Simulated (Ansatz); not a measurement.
ZnS with two functionals, pressure 45 GPa

Consider ZnS in the zinc blende structure (space group F-43m, No. 216; a = 5.4434 Å).

(Cell as relaxed with PBE.)

Levels (all Ansatz, a program for electronic structure, PAW): PBE (420 eV, no SOC); PBEsol (420 eV, scalar-relativistic without spin-orbit coupling).

Each level relaxes its own structure.

| base | PBE | PBEsol |
|---|---|---|
| volume per atom | 20.16 Å³ | 19.21 Å³ |
| lattice parameter a | 5.443 Å | 5.357 Å |
| band gap | 2.02 eV | 2.09 eV |

Perturbation: a hydrostatic pressure of 45 GPa.

```csv
quantity,PBE,PBEsol
"valley order (the lowest conduction-band minima on the path, energy above the VBM, named in the base's zone)",X along ⟨100⟩ 2.56 eV; Γ 3.47 eV; L along ⟨111⟩ 3.76 eV,X along ⟨100⟩ 2.32 eV; Γ 3.43 eV; L along ⟨111⟩ 3.66 eV
shift of the gap caused by the change,+0.54 eV,+0.24 eV
smallest direct gap,3.47 eV,3.43 eV
```

Both order the valleys alike; PBE's shift of the gap caused by the change lies 0.305 eV above PBEsol's; PBE's smallest direct gap lies 0.04 eV above PBEsol's. Neither level is exact; PBEsol is the comparison here, not a measurement.

Load acts through the strain it causes; cell and atoms are relaxed under it. Whether these cells are dynamically stable was not tested. Measured, ZnS leaves this structure (for rock salt) near 14.7 GPa (temperature not stated; as listed in Datta, Sujoy, Jana, Debnarayan, arXiv (2020)), on rising pressure, with hysteresis.
